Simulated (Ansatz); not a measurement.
**Electron-phonon data for MoIr (P-6m2)**

Given:

```xyz
2
Lattice="2.7530 0.0000 0.0000 -1.3765 2.3842 0.0000 0.0000 0.0000 4.4290" Properties=species:S:1:pos:R:3 pbc="T T T"
Mo     0.0000     0.0000     0.0000
Ir     0.0000     1.5895     2.2145
```

All values below come from PBEsol, DFPT electron-phonon coupling, linearised Boltzmann equation (plane waves, PAW, scalar-relativistic; Ansatz, a first-principles code). How the cell was made: relaxed with this functional, without spin-orbit coupling.

```yaml
resistivity at 300 K: 9.7 (x), 9.7 (y), 10.4 (z) μΩ·cm
resistivity at 77 K: 1.06 (x), 1.06 (y), 1.18 (z) μΩ·cm
electron mean free path at 300 K (weighted by the current that each state carries): 6.7 nm
electron-phonon coupling λ: 0.47
transport coupling λ_tr: 0.47
logarithmic_mean_phonon_energy: 19.6 meV
density of states at the Fermi level: 0.75 states/(eV·spin·cell)
drude_plasma_energy: 7.4 (x), 7.4 (y), 7.1 (z) eV
```

A metal at this level (no band gap). Only scattering by harmonic phonons is included (no impurities, grain boundaries, electron-electron scattering or thermal expansion). Spin-orbit coupling is left out, which matters with elements this heavy. The run warned that the eigensolver left some states short of its tolerance. Halving the electron mesh (36x36x20) moves the resistivity by up to 1 % at 300 K, the mean free path by up to 4 %, the coupling by up to 3 %. Smearing 0.20 eV; phonons on a 6x6x3 q mesh, which this run doesn't test and which matters most at low temperature.

Computed structure with no diffraction record at hand here (it may be known, metastable or hypothetical): MoIr (P-6m2).
